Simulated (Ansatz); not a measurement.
Where the default PAW files enter, the runs use the earlier of Ansatz's two default sets.

Here is the system:

```
MgO
1.0
    2.96561     0.00000     0.00000
    0.00000     2.96561     0.00000
    1.48280    -1.48280     2.09700
Mg O
1 1
Direct
  0.00000   0.00000   0.00000
  0.50000   0.50000   0.00000
```

Space group of this cell: Fm-3m, rock salt. The cell is taken as given; by r2SCAN its mean pressure is 1.7 GPa.

Computed with r2SCAN (plane waves, PAW; Ansatz, an electronic-structure program).

The current runs along the normal of the first two printed vectors; no spin-orbit coupling. Scaled by the factor s: all lengths (ions clamped). Meshes 14×14×14 and 10×10 across the current in all rows.

```json
[
 {"s": "0.98", "mean pressure (GPa)": "13.5", "slowest mid-gap decay constant κ (1/Å)": "?"},
 {"s": "1.00", "mean pressure (GPa)": "1.7", "slowest mid-gap decay constant κ (1/Å)": "0.377"},
 {"s": "1.02", "mean pressure (GPa)": "-7.5", "slowest mid-gap decay constant κ (1/Å)": "0.351"}
]
```

Question: Take the slope of the slowest mid-gap decay constant κ against ln s from the two given rows, extrapolate to s = 0.98, and say what the run there gives.

Answer: Slope = (0.351 − 0.377) / ln 1.02 = -1.31 1/Å. The line gives 0.377 + (-1.31) × ln 0.98 = 0.404 1/Å. The run gives 0.405 1/Å, 0.001 1/Å over the line, 6 % of the predicted step.
